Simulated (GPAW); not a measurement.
Worked example: self-consistent single point of Si (Fd-3m, 2 atoms in the cell) in GPAW.

Computed with PBE, GPAW PAW datasets PBE (gpaw-data 1.0.1) (plane waves; GPAW 25.7.0).

```xyz
2
Lattice="0.0000 2.7257 2.7257 2.7257 0.0000 2.7257 2.7257 2.7257 0.0000" Properties=species:S:1:pos:R:3 pbc="T T T"
Si     1.3628     1.3628     1.3628
Si     0.0000     0.0000     0.0000
```

Reference input (self-consistent single point, DFT PBE, plane waves, GPAW PAW datasets PBE (gpaw-data 1.0.1)): mode = pw; ecut = 550 eV; xc = PBE; kpts = 8 8 8; mesh shift (steps) = 0 0 0; occupations.name = fermi-dirac; occupations.width = 0.02 eV; nbands = -8; convergence.density = 1e-05 e/electron; convergence.energy = 1e-05 eV/electron; convergence.bands = -6; symmetry.symmorphic = false. This run's input differs from it in these lines:

```diff
@@ -14,3 +14,3 @@
             xc='PBE',
-            kpts={'size': (8, 8, 8), 'gamma': True},
+            kpts={'size': (6, 6, 6), 'gamma': True},
             occupations=FermiDirac(0.02),
```

Output (repeated stretches shortened):

```
     iter     time        total  log10-change:
                         energy   eigst   dens
iter:   1 --:--:--   -10.864942   +0.62
iter:   2 --:--:--   -10.858652   -0.92  -0.79
iter:   3 --:--:--   -10.802244   -1.65  -0.81
iter:   4 --:--:--   -10.772842   -3.15  -1.35
iter:   5 --:--:--   -10.775316   -3.30  -1.60
iter:   6 --:--:--   -10.773885   -4.12  -1.95
iter:   7 --:--:--   -10.773843   -5.57  -3.12
iter:   8 --:--:--   -10.773902c  -5.48  -2.76
iter:   9 --:--:--   -10.773902c  -7.35  -4.42
iter:  10 --:--:--   -10.773902c  -8.70c -4.44
iter:  11 --:--:--   -10.773902c  -9.44c -4.54
iter:  12 --:--:--   -10.773902c  -9.13c -4.67
iter:  13 --:--:--   -10.773902c -10.66c -5.47c
Converged after 13 iterations.

Dipole moment: (-2.910891, -2.910891, -2.910891) |e|*Ang

Energy contributions relative to reference atoms: (reference = -15772.688500)

Kinetic:        +14.509296
Potential:      -12.791880
External:        +0.000000
XC:             -12.467293
Entropy (-ST):   -0.000000
Local:           -0.024026
SIC:             +0.000000
--------------------------
Free energy:    -10.773902
Extrapolated:   -10.773902

Showing only first 2 kpts
 Kpt  Band  Eigenvalues  Occupancy
  0     2      5.21156    2.00000
  0     3      5.21156    2.00000
  0     4      7.76243    0.00000
  0     5      7.76243    0.00000

  1     2      4.02999    2.00000
  1     3      4.02999    2.00000
  1     4      6.91539    0.00000
  1     5      9.45919    0.00000

Fermi level: 5.56154

Gap: 0.726 eV
Transition (v -> c):
   [... lines left out ...]
Direct/indirect transitions are different
Direct gap: 2.551 eV
Transition at: (s=0, k=0, n=3, [0.00, 0.00, 0.00])
Energy (eV): -10.773902

Forces in eV/Ang:
  0 Si    0.00000   -0.00000   -0.00000
  1 Si    0.00000    0.00000    0.00000

Stress tensor:
    -0.007939    -0.000000     0.000000
    -0.000000    -0.007939    -0.000000
     0.000000    -0.000000    -0.007939
Stress (GPa, Voigt): [-1.272 -1.272 -1.272 -0.     0.    -0.   ]
```

The run converged in 13 iterations. GPAW prints stress with tension positive. Against the reference run the free energy rises by 10.0 meV/atom, the pressure hardly changes (1.21 to 1.27 GPa) and the gap on the mesh goes from 0.631 to 0.726 eV.

The starting cell comes from a database of computed structures (which also holds hypothetical and non-ambient phases and stackings), without a prior relaxation at this level. Its lattice was rescaled by a random factor within 2.5 % of one. Another mesh or the band path of this cell gives a smaller gap, so this value is not converged in the mesh.
